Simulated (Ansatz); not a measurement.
# WC: isotropic strain +0.50 %

The parent structure is WC (space group P-6m2, No. 187; a = 2.884 Å, c = 2.812 Å; relaxed with 0.1 eV smearing).

Now apply this change: every lattice vector is stretched by 0.50 %; the atoms relax in the strained cell.

The values are results of LDA, PAW, 420 eV (Ansatz, a first-principles code; spin-orbit coupling left out), not measurements. Settings: 23×23×20 k-points, 0.1 eV Fermi–Dirac smearing.

```tsv
quantity	base	changed	shift
volume per atom	10.13 Å³	10.28 Å³	+0.15 Å³
space group	P-6m2 (No. 187)	P-6m2 (No. 187)	–
shortest interatomic distance	4.118 bohr	4.139 bohr	+0.021 bohr
energy relative to the base (free energy F)	0 meV/atom	+3.0 meV/atom	+3.0 meV/atom
pressure (mean of the normal stresses, compression positive)	0.0 GPa	-6.2 GPa	-6.2 GPa
band gap	zero	zero	–
```

Cost of the whole job for the changed cell (relaxation, final SCF and bands): around 23 core-seconds (rough).

Whether these cells are dynamically stable was not tested. All final runs are without spin polarisation.
